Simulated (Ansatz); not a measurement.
The reference is YSe in the rock salt structure (space group Fm-3m, No. 225).

```yaml
crystal:
  lattice:
    - [0.00000, 2.88008, 2.88008]
    - [2.88008, 0.00000, 2.88008]
    - [2.88008, 2.88008, 0.00000]
  atoms:
    - { symbol: Y, position: [0.50000, 0.50000, 0.50000] }
    - { symbol: Se, position: [0.00000, 0.00000, 0.00000] }
```

Method: Kohn–Sham DFT with the r2SCAN functional, run in Ansatz (a program for electronic structure) with PAW and 500 eV plane waves, no spin-orbit coupling.

Base values:

- Lattice parameter a = 5.760 Å

The change: every Se is replaced by Pt, then cell and atoms are relaxed.

Tabulated Pauling electronegativity and covalent radius: Se 2.55, 1.20 Å; Pt 2.28, 1.36 Å.

Problem. Estimate the effect on the lattice parameter a.

Solution. The lattice parameter a drops by 0.023 Å (5.760 Å → 5.737 Å).

No phonon test of stability was made. As relaxed here, YPt is a hypothetical phase, not in the database extracts checked. The final runs are not spin-polarised. An odd electron count without spin: YPt and YSe.
